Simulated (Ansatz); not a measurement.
Consider the energy of the reaction as written. Reaction: cell A → 2 Ge (diamond) + H2 (gas). Negative: the products are lower in energy.

Cell A: a sheet of composition Ge2H2 laid out as a (111) plane of Ge (diamond, Fd-3m), 4 atoms, hexagonal cell of 4.07 Å (14.4 Å²), symmetry P-3m1, 3.8 Å thick under 16 Å of vacuum, in-plane vectors held at the crystal's; planes from bottom to top: H | Ge × 2 | H; added, foreign or displaced atoms, above the top plane and below the bottom plane: two times H bound to 1 Ge at 1.55 Å; a model cell; spin state with PBE: run without spin, k-point mesh 8×8×1.
```
CELL_PARAMETERS angstrom
      4.07385     0.00000     0.00000
     -2.03693     3.52806     0.00000
      0.00000     0.00000    19.86314
ATOMIC_POSITIONS crystal
  H  0.33333 0.66667 0.40342
  Ge 0.33333 0.66667 0.48154
  Ge 0.66667 0.33333 0.51846
  H  0.66667 0.33333 0.59658
```

Reference: Ge (diamond, Fd-3m), 2 atoms in the cell, a perfect crystal on lattice vectors that match the other cells', k-point mesh 8×8×9 on the run's own vectors.

Reference: an isolated H2 molecule (singlet) in a box of 11 × 11 × 13 Å.

All numbers come from Ansatz (a quantum-chemistry and plane-wave program), plane waves with PAW, its default PAW set, cutoff 420 eV, 500 eV for r2SCAN. The structures are at rest with PBE, within the held lattices; other levels are single points on them. HSE06 runs on coarser k-point meshes, mended by the PBE difference between the two meshes. Neutral cells; Fermi-Dirac smearing of at most 0.05 eV in the solids, energies taken to zero width. The lattices are those relaxed with PBE or held as stated, so at other levels the solids can be strained, which adds to the spread. A dispersion term (D3(BJ), or D4 for r2SCAN) was computed beside these levels and is taken off wherever the name lacks it. Static lattices, no vibrational contributions. Values are for these cell sizes. Cell A has symmetry P-3m1 and got no random move, so less symmetric positions, which may lie lower, weren't tried.

Problem. What value does r2SCAN give?

Solution. -0.41 eV, for cell A → 2 Ge (diamond) + H2 (gas).

Problem. How does the value move with the functional?

Solution. 
| Method | value (eV) | less r2SCAN |
|---|---|---|
| PBE | -0.40 | 0.01 |
| HSE06 | -0.35 | 0.06 |

The levels span 0.06 eV, from r2SCAN (-0.41) to HSE06 (-0.35).
